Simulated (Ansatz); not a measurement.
## TiAl: pressure series

Base system: TiAl (space group P4/mmm, No. 123; a = 2.797 Å, c = 4.032 Å).

Cell and atoms are relaxed at each pressure.

Method: PBEsol/PAW in Ansatz (a quantum-chemistry and plane-wave program), no spin-orbit coupling.

```csv
pressure (GPa),volume per atom (Å³/atom)
-2,16.050
-1,15.910
0,15.776
0.9,15.662
4.5,?
9,14.773
15,14.242
22.5,13.683
30,13.206
```

Question: Fit the third-order Birch–Murnaghan form P(V) = (3B₀/2)[(V₀/V)^(7/3) − (V₀/V)^(5/3)]·[1 + (3/4)(B₀′ − 4)((V₀/V)^(2/3) − 1)] (squares taken in P) to the rows shown and predict the withheld row.

Answer: Least squares on the printed values gives V₀ = 15.777 Å³/atom, B₀ = 121 GPa, B₀′ = 3.7; this predicts 15.237 Å³/atom, and the run gives 15.236 Å³/atom, in agreement.

Load acts through the strain it causes; cell and atoms are relaxed under it. No phonon test of stability was made. Competing high-pressure phases were not computed. All final runs are without spin polarisation.
